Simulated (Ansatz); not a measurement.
## Ge: pressure series

Consider Ge in the diamond structure (space group Fd-3m, No. 227; a = 5.676 Å).

Cell and atoms are relaxed at each pressure.

Level of theory: Ansatz (an electronic-structure program) PBEsol, no spin-orbit coupling.

```tsv
pressure (GPa)	volume per atom (Å³/atom)
-2	23.601
-1	23.211
0	22.860
0.3	22.757
0.7	22.626
3	?
5	21.442
7.5	20.891
10	20.408
```

Fit the third-order Birch–Murnaghan form P(V) = (3B₀/2)[(V₀/V)^(7/3) − (V₀/V)^(5/3)]·[1 + (3/4)(B₀′ − 4)((V₀/V)^(2/3) − 1)] (squares taken in P) to the rows shown and predict the withheld row.

Least squares on the printed values gives V₀ = 22.857 Å³/atom, B₀ = 67.2 GPa, B₀′ = 4.8; this predicts 21.950 Å³/atom, and the run gives 21.946 Å³/atom, 0.004 lower.

Measured bulk modulus of Ge: 77.3 GPa (static lattice; corrected from measurement; as listed in Tanner et al., arXiv (2021)); the computed value is 13 % below it.

Load acts through the strain it causes; cell and atoms are relaxed under it. Stability against distortions was not tested. Tetrahedral semiconductors of this kind turn to denser phases somewhere between about 1 and 50 GPa; those were not computed, so compressed cells here can lie past the real transition.
